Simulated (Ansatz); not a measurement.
## A computed series for ZrSiO: response to strain

The parent structure is ZrSiO (space group P4/nmm, No. 129; a = 3.313 Å, c = 7.323 Å; a cell from a computed database, its experimental status unchecked). Axes: x, y, z lie along a, b, c of the conventional cell.

Strains are applied to the cell and any free atomic positions relax; under biaxial strain the out-of-plane vector relaxes too.

Level of theory: PBE in Ansatz (plane waves to 420 eV, PAW, no spin-orbit coupling).

Notes on the quantities. pressure: mean of the normal stresses, compression positive.

| variant | pressure | volume per atom |
|---|---|---|
| base | 0.0 GPa | 13.39 Å³ |
| biaxial strain −0.25 %, plane normal [001], relaxed out of plane | 0.6 GPa | 13.34 Å³ |
| biaxial strain +1.01 %, plane normal [001], relaxed out of plane | -2.4 GPa | 13.61 Å³ |
| biaxial strain +2.69 %, plane normal [001], relaxed out of plane | -5.7 GPa | 13.97 Å³ |

Without a gap, meshes like the base's 14×14×7 leave anisotropic stresses uncertain by several tenths of a GPa, and small strain energies with them. Stability against distortions was not tested. All final runs are without spin polarisation.

Ansatz is an electronic-structure program.
